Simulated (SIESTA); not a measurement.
Worked example: self-consistent single point of SrAl2 (P1, 6 atoms in the cell) in SIESTA.

Level of theory: LDA PW92, numerical atomic orbitals DZP, PseudoDojo LDA standard norm-conserving potentials (rewritten from UPF to PSML) run with SIESTA.

```
SrAl2
1.0
    0.00000     4.12875     4.12875
    4.12875     0.00000     4.12875
    4.12875     4.12875     0.00000
Sr Al
2 4
Direct
  0.99459   0.98938   0.00871
  0.25824   0.25768   0.24565
  0.62351   0.61752   0.62898
  0.12190   0.62370   0.63453
  0.62450   0.63207   0.11010
  0.62726   0.12965   0.62204
```

Reference input (self-consistent single point, DFT, LDA PW92, numerical atomic orbitals DZP, PseudoDojo LDA standard norm-conserving potentials (rewritten from UPF to PSML)): XC.functional = LDA; XC.authors = PW92; potentials = PseudoDojo LDA standard; PAO.BasisSize = DZP; PAO.EnergyShift = 0.005 Ry; MeshCutoff = 300 Ry; kgrid.MonkhorstPack = 4 4 4; OccupationFunction = MP; OccupationMPOrder = 0; ElectronicTemperature = 1160.45 K; MaxSCFIterations = 150; SCF.Mixer.Method = Pulay. This run's input differs from it in these lines:

```diff
@@ -32,5 +32,5 @@
 %block kgrid.MonkhorstPack
-    4   0   0  0.0
-    0   4   0  0.0
-    0   0   4  0.0
+    7   0   0  0.0
+    0   7   0  0.0
+    0   0   7  0.0
 %endblock kgrid.MonkhorstPack
```

Output, abridged:

```
        iscf     Eharris(eV)        E_KS(eV)     FreeEng(eV)     dDmax    Ef(eV) dHmax(eV)
   scf:    1    -2089.827986    -2118.668371    -2118.682147  1.367883 -5.276220  3.735197
   scf:    2    -2119.246448    -2118.965957    -2118.980657  0.084853 -5.226492  3.062313
   scf:    3    -2119.743490    -2119.491542    -2119.506640  0.364068 -5.050328  0.367400
   scf:    4    -2119.492616    -2119.495953    -2119.511232  0.073720 -5.064447  0.217103
   scf:    5    -2119.503086    -2119.500607    -2119.515887  0.035052 -5.051608  0.042717
   [... 4 lines left out ...]
   scf:   10    -2119.500750    -2119.500749    -2119.516151  0.000071 -5.052904  0.000424
   scf:   11    -2119.500749    -2119.500749    -2119.516151  0.000035 -5.052890  0.000223
   scf:   12    -2119.500750    -2119.500749    -2119.516151  0.000035 -5.052879  0.000005
   scf:   13    -2119.500750    -2119.500750    -2119.516151  0.000001 -5.052879  0.000004
SCF Convergence by DM+H criterion
max |DM_out - DM_in|         :     0.0000012176
max |H_out - H_in|      (eV) :     0.0000037518
SCF cycle converged after 13 iterations

Using DM_out to compute the final energy and forces

siesta: E_KS(eV) =            -2119.5007

siesta: E_KS - E_eggbox =     -2119.5007

siesta: Atomic forces (eV/Ang):
     1    0.096200   -0.030315    0.466700
     2   -0.068620   -0.025019   -0.540118
     3    0.006609   -0.077536    0.125202
     4   -0.154943   -0.087530    0.101884
     5    0.137627    0.242507   -0.110421
     6   -0.015995   -0.022179   -0.044565
   Tot    0.000878   -0.000071   -0.001319
   Max    0.540118
   Res    0.194580    sqrt( Sum f_i^2 / 3N )
   Max    0.540118    constrained

   [... lines left out ...]
siesta: FreeEng =     -2119.516151
   [... lines left out ...]
siesta:    -0.021885    0.001075   -0.000019
siesta:     0.001075   -0.021504    0.000098
siesta:    -0.000019    0.000098   -0.021858

siesta: Cell volume =        140.761595 Ang**3

siesta: Pressure (static):
siesta:                Solid            Molecule  Units
siesta:           0.00023688          0.00027775  Ry/Bohr**3
siesta:           0.02174896          0.02550146  eV/Ang**3
siesta:          34.84567296         40.85783689  kBar
```

The run converged in 13 iterations. Against the reference run the free energy goes up by 2.6 meV/atom, the pressure goes from 3.37 to 3.48 GPa and the largest force goes from 0.517 to 0.545 eV/Å.

The starting cell comes from a database of computed structures (which also holds hypothetical and non-ambient phases and stackings), without a prior relaxation at this level. Its atoms were displaced at random from the sites of space group no. 227. Values carry the incompleteness of an atom-centred basis. With a pressure of about 3 GPa the cell is away from its equilibrium volume at this level.

Cost on one core of a shared machine: roughly 80 s.
